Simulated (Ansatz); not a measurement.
# MoSe2 (P6_3/mmc): band-edge transport data

Input:

```yaml
crystal:
  lattice:
    - [3.22779, 0.00000, 0.00000]
    - [-1.61389, 2.79534, 0.00000]
    - [0.00000, 0.00000, 12.34688]
  atoms:
    - { symbol: Mo, position: [0.66667, 0.33333, 0.75000] }
    - { symbol: Mo, position: [0.33333, 0.66667, 0.25000] }
    - { symbol: Se, position: [0.33333, 0.66667, 0.88530] }
    - { symbol: Se, position: [0.66667, 0.33333, 0.11470] }
    - { symbol: Se, position: [0.66667, 0.33333, 0.38530] }
    - { symbol: Se, position: [0.33333, 0.66667, 0.61470] }
```

Computed with PBEsol+D3BJ, rigid bands (plane waves, PAW, scalar-relativistic; Ansatz, an electronic-structure program). Geometry: cell and atoms relaxed with PBEsol+d3bj.

The band gap comes out as 0.53 eV and the electron conductivity mass (300 K, dilute) is 0.51 (x), 0.51 (y), 0.42 (z) mₑ. The effective density of states N_c (300 K) is 4.9e19 cm⁻³. The density-of-states mass, electrons is 1.57 mₑ and the Seebeck coefficient, n-type 1e19 cm⁻³, 300 K is -351 μV/K. The best n-type power factor at 300 K for τ = 10 fs (best axis; densities from 1e16 to 1e21 cm⁻³ tried, whether or not they can be reached) comes out as 18.2 μW/(cm·K²) at 1e20 cm⁻³.

Rigid bands; masses and Seebeck coefficients take one relaxation time τ for all states and one kind of carrier; polarons and phonon drag are left out. Spin-orbit coupling is left out. Geometry: cell and atoms relaxed with PBEsol+D3(BJ).
